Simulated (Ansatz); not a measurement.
## Zr, response to strain

Start from Zr in the hcp (Mg type) structure (space group P6_3/mmc, No. 194; a = 3.182 Å, c = 5.124 Å; relaxed with 0.1 eV smearing). Axes: x lies along a and z along c of the hexagonal cell.

Strains are applied to the cell and any free atomic positions relax.

Calculations: DFT with PBEsol, PAW potentials and a 420 eV plane-wave cutoff in Ansatz (a quantum-chemistry and plane-wave program), spin-orbit coupling left out.

Notes on the quantities. energy relative to the base: free energy F.

| uniaxial strain ε_zz (%) | energy relative to the base (meV/atom) |
|---|---|
| 0 | 0.0 |
| 0.5 | 0.3 |
| 1 | 1.2 |
| 1.5 | 2.6 |
| 2 | 4.6 |
| 2.5 | ? |
| 3 | 10.1 |

Task: Fit ΔE = Aε² + Bε³ (ε in %) to the rows shown and predict the withheld row.

Result: Least squares on the printed values gives A = 1.20 and B = -0.027 meV/atom (largest residual 0.0 meV/atom); this predicts 7.1 meV/atom, and the run gives 7.1 meV/atom, in agreement.

No phonon test of stability was made. All final runs are without spin polarisation.
